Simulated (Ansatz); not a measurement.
A calculation on InGaZnO4 (R3m, No. 160, 7 atoms in the cell; start mp-1215688) returned lattice constant a 3.315 Å, lattice parameter c 25.750 Å, bulk modulus 172 GPa, cohesive energy 4.70 eV/atom, band gap 1.18 eV.

**Question.** Which level of theory produced these numbers?
A) LDA (Ansatz (a program for electronic structure))
B) PBE (Ansatz)
C) PBEsol (Ansatz)
D) r²SCAN (Ansatz)

**Answer.** C, PBEsol (Ansatz)

The others give: PBE 3.356 Å, 26.110 Å, 155 GPa, 4.27 eV/atom, 1.12 eV; r²SCAN 3.311 Å, 25.762 Å, 181 GPa, 4.46 eV/atom, 1.77 eV; LDA 3.278 Å, 25.484 Å, 188 GPa, 5.32 eV/atom, 1.32 eV.

Unless a cell is named, each level is at its own relaxed cell (LDA 11.29, PBE 12.13, PBEsol 11.67, r²SCAN 11.64 Å³/atom).

Levels without +SOC have no spin–orbit coupling; where heavier elements are present it shifts gaps, mostly down, and can invert bands. Density-functional gaps are differences of (generalised) Kohn–Sham levels.

Caveats: the bulk modulus is −V dP/dV from two relaxed cells at ±2 % in volume (PBE, r²SCAN, LDA, PBEsol); the relaxation could not lower the start's symmetry, so the cell can be a saddle point above a distorted one (PBE, r²SCAN, LDA, PBEsol). Ansatz's density-functional and Hartree–Fock values are scalar-relativistic unless marked +SOC, with PAW data made under PBE.

A start named mp-… is a Materials Project structure, which need not be a measured phase.
